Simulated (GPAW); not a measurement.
Checking a run of GPAW on NbC (Fm-3m, 2 atoms in the cell). The aim is a self-consistent single point with DFT PBE, plane waves, GPAW PAW datasets PBE (gpaw-data 1.0.1).

Cell that was meant: a = 3.1182 Å, b = 3.1182 Å, c = 3.1182 Å, α = 60.00°, β = 60.00°, γ = 60.00°.

Part of the input:

```python

calc = GPAW(mode={'name': 'pw', 'ecut': 900},
            xc='PBE',
            occupations={'name': 'fermi-dirac', 'width': 0.1},
            nbands=-6,
            symmetry={'symmorphic': False, 'tolerance': 0.0005},
            maxiter=100,
```

The program printed (abridged):

```
Input parameters:
  maxiter: 100
  mode: {ecut: 900,
         name: pw}
  nbands: -6
  occupations: {name: fermi-dirac,
   [... lines left out ...]
   1 C      2.204907    2.204907    2.204907    ( 0.0000,  0.0000,  0.0000)

Unit cell:
           periodic     x           y           z      points  spacing
  1. axis:    yes    0.000000    2.204907    2.204907    24     0.1061
  2. axis:    yes    2.204907    0.000000    2.204907    24     0.1061
  3. axis:    yes    2.204907    2.204907    0.000000    24     0.1061

  Lengths:   3.118209   3.118209   3.118209
  Angles:   60.000000  60.000000  60.000000

Effective grid spacing dv^(1/3) = 0.1158
     iter     time        total  log10-change:
                         energy   eigst   dens
iter:   1 --:--:--    -7.870800
iter:   2 --:--:--    -4.306313   -0.91  -0.57
iter:   3 --:--:--   -24.582160   +0.37  -0.61
iter:   4 --:--:--    -4.853045   -0.33  -0.47
iter:   5 --:--:--   -13.316572   -0.99  -0.63
   [... 25 lines left out ...]
iter:  31 --:--:--    -0.655524   -4.28  -1.65
iter:  32 --:--:--    -0.652437   -4.30  -1.88
iter:  33 --:--:--    -0.643489   -2.73  -1.90
iter:  34 --:--:--    -0.644065   -3.82  -2.48
iter:  35 --:--:--    -0.642684c  -4.16  -2.37
iter:  36 --:--:--    -0.642988c  -5.42  -2.65
iter:  37 --:--:--    -0.644726c  -3.92  -2.69
iter:  38 --:--:--    -0.644127c  -3.81  -2.51
iter:  39 --:--:--    -0.644050c  -5.04  -3.18
iter:  40 --:--:--    -0.644140c  -6.15  -3.18
iter:  41 --:--:--    -0.644232c  -6.09  -3.29
iter:  42 --:--:--    -0.644130c  -5.84  -3.23
iter:  43 --:--:--    -0.644102c  -7.25  -3.83
iter:  44 --:--:--    -0.644103c  -8.16c -4.68c
Converged after 44 iterations.

Dipole moment: (-0.000000, -0.000000, -0.000000) |e|*Ang

Energy contributions relative to reference atoms: (reference = -104933.775905)

Kinetic:        +53.840309
Potential:      -34.362492
External:        +0.000000
XC:             -19.176616
Entropy (-ST):   -0.804743
Local:           -0.542932
SIC:             +0.000000
--------------------------
Free energy:     -1.046474
Extrapolated:    -0.644103

 Band  Eigenvalues  Occupancy
   [... 11 lines left out ...]

Fermi level: 13.18658

Gap: 1.879 eV
Transition (v -> c):
  (s=0, k=0, n=10, [0.00, 0.00, 0.00]) -> (s=0, k=0, n=11, [0.00, 0.00, 0.00])
No difference between direct/indirect transitions
Energy (eV): -0.644103

Forces in eV/Ang:
  0 Nb    0.00000   -0.00000   -0.00000
  1 C     0.00000    0.00000    0.00000

Stress tensor:
    -0.835973     0.000000    -0.000000
     0.000000    -0.835973    -0.000000
    -0.000000    -0.000000    -0.835973
Stress (GPa, Voigt): [-133.9376 -133.9376 -133.9376   -0.       -0.        0.    ]
```

Question: Is anything amiss in this input, and did it matter?

Answer: The run is not sound. The fault is a single k-point for a small metallic cell. One k-point cannot sample the Fermi surface of a small cell. To fix it, use a converged k-point mesh. The run converged in 44 iterations without an error; against the sound input the free energy goes up by 9.82 eV/atom.

The sound input it was made from differs as follows (other fixes are possible):
```diff
+            kpts=(17, 17, 17),
```

With that input, the run converged in 12 iterations: free energy E − TS (from the program's reference atoms) -20.6949 eV; Fermi level (on the code's own zero) 13.95 eV (DFT PBE, plane waves, GPAW PAW datasets PBE (gpaw-data 1.0.1)).

On the sound input: the starting cell comes from a database of computed structures (which also holds hypothetical and non-ambient phases and stackings), without a prior relaxation at this level. Its lattice was rescaled by a random factor within 2.5 % of one. Spin polarisation is off. The log's line on a gap gives a spacing of levels on this mesh, which the program prints for metals too.
